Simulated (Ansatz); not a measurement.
The parent structure is Mg2Ge in the anti-fluorite structure (space group Fm-3m, No. 225; a = 6.364 Å).

Calculations: PBEsol (Ansatz, a program for electronic structure, PAW, without spin-orbit coupling).

Base values:

| Quantity | Value |
|---|---|
| Valley order | X along ⟨100⟩ 0.08 eV; Γ 1.03 eV; L along ⟨111⟩ 1.03 eV |
| Pressure | 0.00 GPa |

The change: the cell is scaled by 1.0250 in all directions; the atoms relax in the strained cell.

Task: Estimate the effect on the valley order.

Result: The valley order (the lowest conduction-band minima on the path, energy above the VBM, named in the base's zone) becomes X along ⟨100⟩ 0.15 eV; Γ 0.63 eV; L along ⟨111⟩ 0.73 eV (base: X along ⟨100⟩ 0.08 eV; Γ 1.03 eV; L along ⟨111⟩ 1.03 eV).

Task: What does the calculation give for the pressure after the change?

Result: The pressure goes from zero to -3.33 GPa.

Task: What does the calculation give for the mean gap deformation potential ΔEg/Δln V after the change?

Result: The mean gap deformation potential ΔEg/Δln V is +0.8 eV.

Whether these cells are dynamically stable was not tested. A zero or small gap of Mg2Ge can be the functional's error rather than a property of the material.
